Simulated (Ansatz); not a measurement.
CuPd (Cmmm, No. 65, 2 atoms in the cell; start mp-1225656; a measured phase of this formula has another space group)

These are PBEsol in Ansatz (plane waves, PAW) values and carry that method's errors.

Run with plane-wave cutoff 520 eV, 22×22×14 k mesh (along the axes of the cell as run), Fermi–Dirac smearing 0.05 eV, no spin polarisation, scalar-relativistic PAW data made under PBE.

Cell (relaxed at this level):

Space group Cmmm (No. 65); a = 2.8028 Å, b = 4.4298 Å, c = 4.2644 Å, α = 90.00°, β = 90.00°, γ = 90.00°

```
atom  site  symmetry       x       y       z
----  ----  --------  ------  ------  ------
Cu      2a       mmm  0.0000  0.0000  0.0000
Pd      2c       mmm  0.0000  0.5000  0.5000
```
(The calculation used a cell of 2 atoms; values per cell refer to that cell.)

```yaml
bulk_modulus: 180 GPa
```

Note: the run has no spin polarisation, so it can have missed a magnetic state; the bulk modulus is −V dP/dV from two relaxed cells at ±2 % in volume; the relaxation could not lower the start's symmetry, so the cell can be a saddle point above a distorted one.

Static lattice: no zero-point or thermal effects.

It cost about 9 core-minutes (a rough figure) of CPU time.

A start named mp-… is a Materials Project structure, which need not be a measured phase.

Ansatz is a first-principles code.
